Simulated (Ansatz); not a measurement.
Consider Ti in the hcp (Mg type) structure (space group P6_3/mmc, No. 194; a = 2.936 Å, c = 4.636 Å). Axes: x lies along a and z along c of the hexagonal cell.

Calculations: r2SCAN (Ansatz, a quantum-chemistry and plane-wave program, PAW, no spin-orbit coupling).

Now apply this change: the symmetric strain tensor [-0.0056 0.0009 -0.0023; 0.0009 0.0065 -0.0050; -0.0023 -0.0050 -0.0129]; the atoms relax in the strained cell.

### Question
What happens to the energy relative to the base?

### Answer
The energy rises by 2.4 meV/atom.

### Question
Estimate the effect on the largest internal atomic displacement.

### Answer
The largest internal atomic displacement comes out as 0.012 Å.

Without a gap, meshes like the base's 18×18×10 leave anisotropic stresses uncertain by several tenths of a GPa, and small strain energies with them. No phonon test of stability was made. All final runs are without spin polarisation.
